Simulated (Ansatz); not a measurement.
The starting structures come from a database of crystals and need not be the phases stable at ambient conditions.

Inside the gap of an insulator the Bloch states are evanescent, with a wavenumber k + iκ along the transport direction.

```
Ag3InO8P2
1.0
    5.23516     0.00000     0.00000
    0.46030     7.44302     0.00000
   -2.22937    -0.18589     4.73310
In Ag P O
1 3 2 8
Direct
  0.00000   0.00000   0.00000
  0.66834   0.32069   0.33166
  0.33166   0.67931   0.66834
  0.00000   0.50000   0.00000
  0.33869   0.20950   0.66131
  0.66131   0.79050   0.33869
  0.75594   0.60709   0.24406
  0.24406   0.39291   0.75594
  0.23736   0.05042   0.76264
  0.76264   0.94958   0.23736
  0.77928   0.79662   0.67026
  0.22072   0.20338   0.32974
  0.67026   0.20338   0.77928
  0.32974   0.79662   0.22072
```

The cell is taken as given; by r2SCAN it stands under a pressure of -5.6 GPa.

Transport runs along the normal of the first two printed cell vectors.

No gap correction and no spin-orbit coupling; mid-gap is the computed energy nearest the middle.

### Question
State the band gap and the smallest decay constant κ at mid-gap according to r2SCAN run with Ansatz (a program for electronic structure).

### Answer
Gap 1.66 eV on a 6×4×6 mesh; κ = 0.273 1/Å, at the zone centre.
